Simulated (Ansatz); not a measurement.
The starting structures come from a database of crystals and need not be the phases stable at ambient conditions.

 Where the default PAW files enter, the runs use the earlier of Ansatz's two default sets.

Given:

```xyz
6
Lattice="5.2461 0.0000 0.0000 0.0000 5.9602 0.0000 0.0000 0.0000 2.8739" Properties=species:S:1:pos:R:3 pbc="T T T"
Fe     0.0000     0.0000     0.0000
Fe     2.6231     2.9801     1.4369
As     4.3079     3.7980     0.0000
As     0.9382     2.1622     0.0000
As     1.6849     5.1423     1.4369
As     3.5612     0.8179     1.4369
```

Space group of this cell: Pnnm. The cell is taken as given.

Transport runs along the normal of the first two printed cell vectors.

The gap is the functional's own. No spin-orbit coupling. Mid-gap values are interpolated on the energy grid.

**Question.** Give the band gap and the smallest decay constant κ at mid-gap that r2SCAN in Ansatz (a program for electronic structure) yields.

**Answer.** Gap 0.52 eV on a 6×6×10 mesh; κ = 0.196 1/Å, at (0.333, 0.000) of the in-plane reciprocal vectors. At the zone centre, at the nearest computed energy, the slowest state has κ = 0.27 1/Å.
